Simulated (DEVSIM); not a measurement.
Device: Mo/Si3N4/p-Ge capacitor, at 300 K.

Layer 1 from the left is Si3N4, thickness (nm) 22.0. Layer 2 from the left is Ge, thickness (nm) 14000, Na (cm⁻³) 1.9e15.

Metal gate on the left, work function 4.6 eV. Fixed charge at the semiconductor interface -3.2e11 cm⁻² (in units of +e); no interface traps.

Constants are typed, rounded textbook-type inputs, not results; the design itself was drawn at random and stands for no fabricated device. Values at 300 K.

Si3N4: gap (eV) 5.1, affinity (eV) 2.1, permittivity 7.5. Ge: gap (eV) 0.664, affinity (eV) 4, permittivity 16, Nc (cm⁻³) 1.04e19, Nv (cm⁻³) 6e18.

Q: Estimate by hand the flat-band voltage, the threshold voltage, and compare with a numerical solution.

A: 
- Flat-band voltage: C = 0.302 μF/cm², work-function difference 0.144 V; VFB = φms − qNf/C = 0.31 V; numerical 0.31 V.
- Threshold voltage: φF = 0.117 V, depletion charge √(4εqNφF) = 1.42e-8 C/cm²; VT = VFB + 2φF + Qd/C = 0.59 V; numerical 0.59 V.

Model (solved in DEVSIM): 1D Poisson equation in equilibrium, Boltzmann statistics, complete ionisation; no quantum confinement or tunnelling. Metal contacts follow the ideal Schottky-Mott rule: no Fermi-level pinning, no interface dipoles.
